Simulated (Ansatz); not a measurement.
Amorphous hafnium silicate (Hf₁₄O₃₅Si₄), 53 atoms at 7.44 g/cm³, one PBE-relaxed geometry, zone centre. Methods: PBE, scalar-relativistic without spin-orbit coupling (Ansatz, a quantum-chemistry and plane-wave program); r2SCAN, scalar-relativistic without spin-orbit coupling (Ansatz); HSE06, scalar-relativistic without spin-orbit coupling (Ansatz). Plane waves to 420 eV (r2SCAN 500 eV); exact exchange is cut at the cell's faces. The usual formal charges leave 2 electrons over, so the level spacing at the Fermi energy parts defect or band states and needn't be the band gap. The higher rungs were started with moments on some atoms, which died out.

The cell was made by melting and quenching with the CHGNet potential and then relaxed with DFT. O atoms were pushed apart under 1.9 Å during the dynamics, to hinder bonds among them. The hot cell started wider than the set density and was brought back towards it in steps. It is the lowest in DFT energy of 2 quenches. It is a model cell: composition and starting density were chosen by hand, and all elements were melted together. No dispersion term was used. Its density started from a set value of 7.44 and ended at 7.44 g/cm³. The simulated quench (nominally 450 K/ps over its main leg) is rapid and tends to freeze in more defects than a deposited or slowly cooled glass has. Values belong to this one cell and scatter from quench to quench. The volume was held where the preparation left it and the shape relaxed, at a PBE pressure of 2.1 GPa. Stress components on the final sampling reach 2.1 GPa. On a 2×2×2 Γ-centred mesh force components of up to 0.25 eV/Å stay, since the relaxation ran on the zone centre alone.

The relaxation ran on the zone centre alone. At PBE the level spacing at the Fermi energy is 0.69 eV on a 2×2×2 Γ-centred mesh, and the spacing at the zone centre alone 0.93 eV.

Q: What zone-centre spacing does r2SCAN give, roughly?

A: 1.05 eV (+0.12 eV against PBE).

Q: What zone-centre spacing does HSE06 give, roughly?

A: 1.53 eV (+0.60 eV against PBE).

The highest filled and the lowest empty state spread over these numbers of atoms (participation numbers): PBE: 10.7 and 31.6; r2SCAN: 9.9 and 30.6; HSE06: 9.4 and 33.5.
